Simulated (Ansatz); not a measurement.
**YCu in the CsCl type structure (space group Pm-3m, No. 221)**

```yaml
crystal:
  lattice:
    - [3.42514, 0.00000, 0.00000]
    - [0.00000, 3.42514, 0.00000]
    - [0.00000, 0.00000, 3.42514]
  atoms:
    - { symbol: Y, position: [0.00000, 0.00000, 0.00000] }
    - { symbol: Cu, position: [0.50000, 0.50000, 0.50000] }
```

Calculations: PBEsol (Ansatz, a program for electronic structure), without spin-orbit coupling. Γ-centred 14×14×14 mesh, Fermi–Dirac width 0.05 eV.

- Volume per atom: 20.09 Å³
- Density: 6.30 g/cm³
- Band gap: zero
- Total energy: -5192.147 eV/atom (σ→0; compares only within this code and set-up)

Stability against distortions was not tested. The final runs are not spin-polarised.
